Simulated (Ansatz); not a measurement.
System: hexagonal WC. Method: r²SCAN+SOC (plane waves, PAW; Ansatz, a first-principles code).

Run with plane-wave cutoff 560 eV, 24×24×20 k mesh (along the axes of the cell as run), Fermi–Dirac smearing 0.05 eV, PAW data made under PBE.

Equation-of-state points:

| V (Å³/atom) | E − E_lowest (meV/atom) | P (GPa) |
|---|---|---|
| 9.989 | 22.29 | 17.79 |
| 10.197 | 5.37 | 8.43 |
| 10.406 | 0.00 | -0.01 |
| 10.614 | 5.04 | -7.61 |
| 10.822 | 19.45 | -14.46 |

### Question
Estimate the bulk modulus from the pressures at 10.197 and 10.614 Å³/atom, and compare it with a fit to all energies.

### Answer
B = −V dP/dV. Between V = 10.197 and 10.614 Å³/atom, dP/dV = (-7.61 − (8.43))/(10.614 − 10.197) = -38.5 GPa per Å³/atom; at the midpoint 10.405 Å³/atom this gives B ≈ 400 GPa. The third-order Birch–Murnaghan fit gives V0 = 10.405 Å³/atom, B0 = 400 GPa, B′ = 4.2, which lies within 1 % of that estimate.

Shape and atoms are relaxed at each volume.

Measured, for comparison: bulk modulus 384 ± 0.8 GPa (room temperature, no zero-point or thermal correction, adiabatic, ultrasonic, sources range from 377 to 412; as tabulated in Compression behavior of WC and WC-6%Co up to 50 GPa (OSTI 1006718)). Computed less measured: bulk modulus +4.2 % (inside the range of the sources held). A static lattice is as a rule a little smaller and stiffer than an uncorrected measurement, which can account for part of this in the bulk modulus.

Computed values are for the static lattice.
